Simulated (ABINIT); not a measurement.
Worked example: self-consistent single point of Mg (P6_3/mmc, 2 atoms in the cell) in ABINIT.

Method: PBE, norm-conserving pseudopotentials (PseudoDojo nc-sr-05 PBE standard) (plane waves; ABINIT).

The change in words: lattice scaled by 0.98. Reference geometry:
```
CELL_PARAMETERS angstrom
      1.64352    -2.84666     0.00000
      1.64352     2.84666     0.00000
      0.00000     0.00000     5.33504
ATOMIC_POSITIONS crystal
  Mg 0.33333 0.66667 0.25000
  Mg 0.66667 0.33333 0.75000
```

Reference input (self-consistent single point, DFT, PBE, plane waves, norm-conserving pseudopotentials (PseudoDojo nc-sr-05 PBE standard)): pseudos = [Mg.upf]; ecut = 42 Ha; occopt = 3; tsmear = 0.1 eV; ngkpt = 12 12 6; nshiftk = 1; shiftk = 0 0 0; potentials = PseudoDojo nc-sr-05 PBE standard; nband = 15; kptopt = 1; nstep = 100; tolvrs = 1e-12. This run's input differs from it in these lines:

```diff
@@ -5,5 +5,5 @@
 rprim
-         3.1058026022   -5.3794079053    0.0000000000
-         3.1058026022    5.3794079053    0.0000000000
-         0.0000000000    0.0000000000   10.0817644639
+         3.0436870372   -5.2718205908    0.0000000000
+         3.0436870372    5.2718205908    0.0000000000
+         0.0000000000    0.0000000000    9.8801287967
 natom 2
@@ -13,4 +13,4 @@
 xcart
-         3.1058026022    1.7931359684    2.5204411160
-         3.1058026022   -1.7931359684    7.5613233479
+         3.0436870372    1.7572735303    2.4700321992
+         3.0436870372   -1.7572735303    7.4100965975
 ecut 42
```

Output (repeated stretches shortened):

```
--- !BeginCycle
solver: {iscf: 7, nstep: 100, nline: 4, wfoptalg: 0, }
tolerances: {tolvrs: 1.00E-12, }
...

     iter   Etot(hartree)      deltaE(h)  residm     vres2
 ETOT  1  -118.73012117311    -1.187E+02 2.256E-01 3.904E+00
 ETOT  2  -118.79283634693    -6.272E-02 5.691E-03 1.522E+00
 ETOT  3  -118.79315168524    -3.153E-04 2.955E-02 2.012E-02
 ETOT  4  -118.79316071659    -9.031E-06 7.833E-04 2.061E-03
 ETOT  5  -118.79316089535    -1.788E-07 4.221E-04 2.481E-05
 ETOT  6  -118.79316089779    -2.444E-09 1.476E-04 1.773E-07
 ETOT  7  -118.79316089781    -1.195E-11 6.269E-05 2.493E-09
 ETOT  8  -118.79316089781    -1.052E-12 2.335E-05 3.347E-11
 ETOT  9  -118.79316089781    -9.663E-13 1.539E-05 7.810E-13
 At SCF step    9       vres2   =  7.81E-13 < tolvrs=  1.00E-12 =>converged.

 Cartesian components of stress tensor (hartree/bohr^3)
  sigma(1 1)=  2.03843888E-05  sigma(3 2)=  0.00000000E+00
  sigma(2 2)=  2.03843888E-05  sigma(3 1)=  0.00000000E+00
  sigma(3 3)=  3.83864197E-05  sigma(2 1)=  0.00000000E+00

 ----iterations are completed or convergence reached----

 reduced coordinates (array xred) for    2 atoms
       0.333333333333      0.666666666667      0.250000000000
       0.666666666667      0.333333333333      0.750000000000
 cartesian forces (eV/Angstrom) at end:
    1     -0.00000000000000    -0.00000000000000    -0.00000000000000
    2      0.00000000000000     0.00000000000000     0.00000000000000
 frms,max,avg= 1.6394860E-27 2.7721279E-27   0.000E+00  0.000E+00  0.000E+00 e/A
   [... lines left out ...]
 Fermi (or HOMO) energy (eV) =   3.80991   Average Vxc (eV)=  -8.66127
   [... lines left out ...]
total_energy        : -1.18793160897807E+02
total_energy_eV     : -3.23252630113298E+03
band_energy         : -2.76563703604919E+01
...

-Cartesian components of stress tensor (GPa)         [Pressure= -7.7628E-01 GPa]
- sigma(1 1)=  5.99729324E-01  sigma(3 2)=  0.00000000E+00
- sigma(2 2)=  5.99729323E-01  sigma(3 1)=  0.00000000E+00
- sigma(3 3)=  1.12936727E+00  sigma(2 1)=  0.00000000E+00

 Calculation completed.
```

The run converged in 9 iterations. Against the reference run the free energy goes down by 15.6 meV/atom and the pressure goes from -2.53 to -0.78 GPa.

The starting cell has typed, rounded lattice constants, without a prior relaxation at this level. Its lattice was rescaled by a random factor within 2.5 % of one. For this run, on top of that: lattice scaled by 0.98.

Cost on one core of a shared machine: roughly 3 min.
